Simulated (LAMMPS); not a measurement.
MD of CdSe (zinc blende) at zero pressure, 4096 atoms, as a liquid; each row is its own run.

Computed with classical MD, pair style sw, file CdTeZnSeHgS0.sw, run in LAMMPS.

```csv
T (K),D(Se) (cm²/s)
1650,2.03e-5
1880,5.53e-5
1950,6.72e-5
2400,0.000172
```

Problem. Fit an Arrhenius law, ln y = a + b / x, to these rows (x is the first column, y the second) and predict the run at x = 2100.

Solution. Least squares gives a = -3.9432 and b = -11180. The slope times kB gives an activation energy of 0.96 eV. At x = 2100 the fit predicts 9.46e-5 cm²/s. The run itself gave (9.9 ± 0.2) × 10^-5 cm²/s, so the fit is 4.4 % low.

Caution: the real compound melts congruently only under the pressure of its own vapour and loses its more volatile element when open.

Caution (rows 1650; 1880; 1950): this liquid lies under the melting point of about 2140 K that CdTeZnSeHgS0.sw gives, so it is undercooled.

Errors of D are the spread over four groups of atoms in one short run; a floor of about 5 %, a picked value, is safer.
